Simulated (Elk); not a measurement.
Band structure of HfGa3 (I4/mmm, 4 atoms in the cell).

```yaml
crystal:
  lattice:
    - [-1.90136, 1.90136, 4.43784]
    - [1.90136, -1.90136, 4.43784]
    - [1.90136, 1.90136, -4.43784]
  atoms:
    - { symbol: Hf, position: [0.00000, 0.00000, 0.00000] }
    - { symbol: Ga, position: [0.50000, 0.50000, 0.00000] }
    - { symbol: Ga, position: [0.75000, 0.25000, 0.50000] }
    - { symbol: Ga, position: [0.25000, 0.75000, 0.50000] }
```

Method: PBEsol, all-electron FP-LAPW, Elk's shipped species files, default APW+lo basis in Elk.

Settings: xctype = 22; stype = 0; swidth = 0.00734986 Ha; ngridk = 8 8 8; rmtscf = 0.92; maxscl = 100.

The starting cell comes from a database of computed structures (which also holds hypothetical and non-ambient phases and stackings), without a prior relaxation at this level. Its lattice was rescaled by a random factor within 2.5 % of one. Spin-orbit coupling is off. Values depend on the basis (sphere radii, cutoffs, local orbitals), which need not be converged.

Levels in eV from the Fermi level, bands 29 to 36:
```csv
point,29,30,31,32,33,34,35,36
Γ,-3.11,-1.64,-1.51,-1.51,0.17,2.24,2.24,2.30
X,-5.63,-4.03,-3.02,-2.65,-1.44,2.40,3.24,3.43
Y,-5.69,-3.91,-2.71,-2.00,-1.28,2.09,2.96,3.46
S,-6.65,-1.47,-1.19,-0.86,1.10,1.12,2.79,2.86
Z,-2.58,-1.05,-1.05,-0.30,1.69,1.69,2.36,4.10
S1,-6.65,-1.47,-1.19,-0.86,1.10,1.12,2.79,2.86
N,-4.46,-4.02,-1.49,-0.50,0.94,2.79,2.87,2.94
P,-5.73,-4.76,-2.12,-2.12,-1.73,1.31,3.30,3.59
Y1,-5.69,-3.91,-2.71,-2.00,-1.28,2.09,2.96,3.46
```

Bands cross the Fermi level along this path, so the cell is metallic at this level.
